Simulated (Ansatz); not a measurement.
## Point-defect migration in wurtzite GaN

Some mobile defects of wurtzite GaN. Calculation: PBE, PAW (plane waves to 420 eV; Ansatz, a quantum-chemistry and plane-wave program).

Each figure is the lowest single hop between equivalent sites among the routes that converged and passed our checks, counted from the lowest site run. It need not be the barrier to long-range diffusion, and untried routes may lie lower. Climbing-image NEB, static nuclei, fixed cells, no finite-size correction; on the finer meshes named, energies are single points at the band's geometries. Saddle orders were checked for a part of the study's bands only and are not shown. Vacancies start on their lattice site; split forms were not set up. Charge states are imposed.

| Defect | Route | Hop (Å) | Direction in the unit cell | Neighbours at the saddle | Cell | Barrier (eV) |
|---|---|---|---|---|---|---|
| interstitial Ga, charge +1 | Ga moves farthest | 2.78 | (-0.33, -0.16, 0.50) | Ga at 2.17, Ga at 2.21; N at 1.88, N at 2.23, N at 2.38 Å | 72 sites, 2×2×2 shifted along c | ___ |
| interstitial O, charge -2 | O moves farthest | 2.60 | (0.00, 0.00, -0.50) | 3 Ga at 1.86; 3 N at 2.21 Å | 72 sites, 2×2×2 shifted along c | 1.86 |
| N vacancy, charge +3 | a nearby N jumps into the vacancy | 3.21 | (-1.00, -1.00, 0.00) | Ga at 1.86, 2 Ga at 2.26 Å | 72 sites, 2×2×2 shifted along c | 2.49 |

**Question.** Some entries are withheld; supply them.

**Answer.** 
- interstitial Ga, charge +1, Barrier (eV): 1.41
